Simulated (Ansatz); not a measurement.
Start from KF in the rock salt structure (space group Fm-3m, No. 225; a = 5.421 Å).

Calculations: plane-wave PAW DFT at the PBE level (Ansatz, an electronic-structure program, 420 eV), no SOC.

For the base:

| Quantity | Value |
|---|---|
| Band gap | 5.96 eV |
| Electron mass | 0.55 mₑ (at Γ) |

It is then changed as follows: every lattice vector is stretched by 0.50 %; the atoms relax in the strained cell.

Estimate the effect on the band gap.

The band gap shrinks by 0.07 eV, from 5.96 eV to 5.89 eV.

What does the calculation give for the energy relative to the base after the change?

The energy grows by 0.4 meV/atom.

Predict the new electron mass.

The electron mass is still 0.55 mₑ (at Γ).

Effective masses come from finite differences of ±0.01 Å⁻¹. Stability against distortions was not tested.
